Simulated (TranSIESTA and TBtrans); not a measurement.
Run with TranSIESTA and TBtrans (open boundaries, self-consistent; PseudoDojo norm-conserving potentials, scalar-relativistic): PAO.BasisSize DZP, PAO.EnergyShift 0.15 eV, XC.Authors PBE, Mesh.Cutoff 200 Ry, ElectronicTemperature 300 K, TS.Voltage 0.0 eV, TBT.Elecs.Eta 0.001 eV, no spin polarisation.

Device: Ga chain with one Si atom in place of Ga. Leads: straight Ga chain, spacing 2.422 Å. Geometry: 3 atoms about the centre moved by SIESTA (PBE, DZP) to a largest force of 0.02 eV/Å, all others as built, motion along the axis alone.

Question: Predict: conductance at 300 K (G0 = 2e²/h); mean T from −0.5 to 0.5 eV.

Answer: conductance at 300 K (G0 = 2e²/h): 2.50; mean T from −0.5 to 0.5 eV: 2.03. The straight chain is held at its spacing; free chains may zigzag or dimerise. No spin-polarised start was tried, so a magnetic state, if there is one, is missed.
